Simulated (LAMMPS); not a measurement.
Al (fcc) at 300 K and zero pressure, started from the crystal, with several potentials, in cells of their own sizes.

Models:
- EAM-type AlCu.adp: classical MD, pair style adp, file AlCu.adp (LAMMPS); Apostol and Mishin, Phys Rev B 83, 054116 (2011)
- EAM-type AlCu.eam.alloy: classical MD, pair style eam/alloy, file AlCu.eam.alloy (LAMMPS); Cai and Ye, Phys Rev B, 54, 8398-8410 (1996)
- EAM-type AlFe_mm.eam.fs: classical MD, pair style eam/fs, file AlFe_mm.eam.fs (LAMMPS); Mendelev, Srolovitz, Ackland and Han, J Mater Res 20, 208-218 (2005)
- EAM-type Al_jnp.eam: classical MD, pair style eam, file Al_jnp.eam (LAMMPS); Jacobsen, Norskov and Puska, Phys Rev B, 35, 7423 (1987)
- EAM-type Al_mm.eam.fs: classical MD, pair style eam/fs, file Al_mm.eam.fs (LAMMPS)
- EAM-type Al_zhou.eam.alloy: classical MD, pair style eam/alloy, file Al_zhou.eam.alloy (LAMMPS); Zhou et al, Acta Mater, 49, 4005 (2001)
- EAM-type NiAlH_jea.eam.alloy: classical MD, pair style eam/alloy, file NiAlH_jea.eam.alloy (LAMMPS); Moody and Baskes, Modell Sim Mater Sci Eng, 3, 289-307 (1995)
- MEAM AlSiMgCuFe.meam: classical MD, pair style meam, file AlSiMgCuFe.meam (LAMMPS); Jelinek, Groh, Horstemeyer, Houze, Kim, Wagner, Moitra and Baskes, Phys Rev B, 85, 245102 (2012)
- MEAM MoCoNiVFeAlCr_2nn.meam: classical MD, pair style meam, file MoCoNiVFeAlCr_2nn.meam (LAMMPS); Wang, J., Kwon, H., Kim, H.S. et al. A neural network model for high entropy alloy design. npj Comput Mater 9, 60 (2023).
- MEAM library.meam-Al: classical MD, pair style meam, file library.meam (library.meam-Al) (LAMMPS); Baskes, Phys Rev B, 46, 2727-2742 (1992)
- bond-order AlCu.bop.table: classical MD, pair style bop, file AlCu.bop.table (LAMMPS); Zhou, Ward, and Foster, Phys. Chem. Chem. Phys., under consideration

| potential | state | volume | first peak of g(r) | coordination number | mean phonon frequency | rough cost (ms per atom and simulated ps) |
|---|---|---|---|---|---|---|
| bond-order AlCu.bop.table | crystal; no diffusion seen in 15 ps | 16.6669 ± 0.0007 Å³/atom | 2.86 Å, height 7.2 | 12.0 (counted to 3.46 Å) | 6.3 THz | 10 to 30 |
| EAM-type AlCu.adp | crystal; no diffusion seen in 30 ps | 16.7940 ± 0.0003 Å³/atom | 2.86 Å, height 7.0 | 12.0 (counted to 3.46 Å) | 6.2 THz | 1 to 3 |
| EAM-type AlCu.eam.alloy | crystal; no diffusion seen in 30 ps | 17.0511 ± 0.0004 Å³/atom | 2.86 Å, height 5.8 | 12.0 (counted to 3.50 Å) | 5.2 THz | 0.3 to 1 |
| EAM-type AlFe_mm.eam.fs | crystal; no diffusion seen in 30 ps | 16.7271 ± 0.0005 Å³/atom | 2.86 Å, height 7.0 | 12.0 (counted to 3.46 Å) | 6.1 THz | 1 to 3 |
| EAM-type Al_jnp.eam | crystal; no diffusion seen in 30 ps | 16.1351 ± 0.0003 Å³/atom | 2.82 Å, height 6.9 | 12.0 (counted to 3.42 Å) | 6.2 THz | 1 to 3 |
| EAM-type Al_mm.eam.fs | crystal; no diffusion seen in 30 ps | 16.8982 ± 0.0003 Å³/atom | 2.87 Å, height 6.7 | 12.0 (counted to 3.50 Å) | 5.9 THz | 0.3 to 1 |
| EAM-type Al_zhou.eam.alloy | crystal; no diffusion seen in 30 ps | 17.3969 ± 0.0005 Å³/atom | 2.89 Å, height 5.6 | 12.0 (counted to 3.54 Å) | 5.0 THz | 1 to 3 |
| EAM-type NiAlH_jea.eam.alloy | crystal; no diffusion seen in 30 ps | 17.259 ± 0.001 Å³/atom | 2.86 Å, height 5.2 | 12.0 (counted to 3.54 Å) | 4.8 THz | 1 to 3 |
| MEAM AlSiMgCuFe.meam | crystal; no diffusion seen in 30 ps | 16.8203 ± 0.0004 Å³/atom | 2.87 Å, height 7.4 | 12.0 (counted to 3.46 Å) | 6.7 THz | 3 to 10 |
| MEAM MoCoNiVFeAlCr_2nn.meam | crystal; no diffusion seen in 30 ps | 16.8463 ± 0.0005 Å³/atom | 2.86 Å, height 7.1 | 12.0 (counted to 3.50 Å) | 6.1 THz | 3 to 10 |
| MEAM library.meam-Al | crystal; no diffusion seen in 30 ps | 16.6844 ± 0.0004 Å³/atom | 2.86 Å, height 7.4 | 12.0 (counted to 3.50 Å) | 6.9 THz | 1 to 3 |

Costs are rough: whole-run CPU time with set-up and analysis, from shared machines, in bands a factor of about three wide.

Caution: the potential EAM-type AlFe_mm.eam.fs is made for dilute Fe in Al.

Caution: the potential EAM-type NiAlH_jea.eam.alloy is made for Ni, Ni3Al and hydrogen in them.

Caution: the potential MEAM library.meam-Al is a first-neighbour MEAM set with a 4 Å cutoff, used here without a parameter file and away from the static properties it was fitted to.

States go by the mean squared displacement: a species diffuses where it passes 1.5 Å², still rises and gives D over 1e-6 cm²/s; a crystal has left its structure where atoms lie 0.35 Å off their sites on average or a cubic box changes its shape by 3 %, or the axial ratios of another lie 8 % off the starting cell's, which the potential's own relaxation can also do.

Errors shown are sampling errors alone.
